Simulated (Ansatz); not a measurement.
Structures of equal composition on the (0001) surface of wurtzite CdSe (Cd plane on top): 2x2 Se adatom at H3; 2x2 Se adatom at T1; 2x2 Se adatom at T4. The slabs share one bottom face, and each structure is named by its start. These are constructed structures in small cells; real faces may alloy, dewet or reconstruct in larger ones, and not all known structures of the face are among them. Slabs of about 15 Å with all that they carry, Fermi-Dirac smearing of 0.025 eV. Bottom of the slabs: H caps. Relaxed from the named starts with such symmetry as they have, on meshes of like density; energies extrapolated to zero smearing; no spin-orbit coupling, no U. Spin-polarised runs, if any, are marked in brackets, and their order is one that fits the cell; the others ran without spin. Where a second, spin-polarised start was run, the lower counts.

Method: PBE (plane waves to 420 eV, PAW; Ansatz, an electronic-structure program).

Task: Rank these by energy per 1x1 cell (lowest first), as PBE gives it.

Result: 2x2 Se adatom at H3 (0.000 eV, gap 0.75 eV on the mesh), 2x2 Se adatom at T4 (0.044 eV (1 Se–Se bonds broke), gap 0.56 eV on the mesh), 2x2 Se adatom at T1 (0.363 eV [spin, 0.4 μB a cell], no gap over 0.04 eV on the mesh)
